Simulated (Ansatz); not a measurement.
Cost and result by functional for the surface energy of the (332) surface of fcc Pd in its 1x1 cell, outermost plane spacing 0.42 Å in the ideal cut, in Ansatz (plane waves, PAW). Single points on the PBE structure, on one kind of machine; costs are rough ratios of the slab run's core time (references not counted) to the cheapest single point. r2SCAN's cost holds its higher cutoff (500 against 420 eV). Differences are taken against r2SCAN for comparison alone: no measured value is at hand, so the table doesn't rank accuracy.

Model: 25-atom slab, 10.1 Å thick at the start (thin: gaps and levels are the slab's own), 13x3x1 mesh, Fermi-Dirac 0.1 eV, dipole correction, all atoms relaxed; held to the start's symmetry, so lower structures may exist; no spin, no spin-orbit, no U. These notes are the PBE run's.

```json
[
 {"functional": "RPBE", "relative cost": "1", "surface energy (J/m²)": "1.20", "less r2SCAN (J/m²)": "-0.47"},
 {"functional": "LDA", "relative cost": "1", "surface energy (J/m²)": "2.04", "less r2SCAN (J/m²)": "0.37"},
 {"functional": "PBEsol", "relative cost": "1", "surface energy (J/m²)": "1.84", "less r2SCAN (J/m²)": "0.16"},
 {"functional": "r2SCAN", "relative cost": "4", "surface energy (J/m²)": "1.68", "less r2SCAN (J/m²)": "0.00"},
 {"functional": "PBE (the relaxed run's value)", "relative cost": "–", "surface energy (J/m²)": "1.46", "less r2SCAN (J/m²)": "-0.21"}
]
```

The values span 0.84 J/m², while the single points' costs differ by a factor of roughly 4. Differences are of unrounded values.

Ansatz is a program for electronic structure.
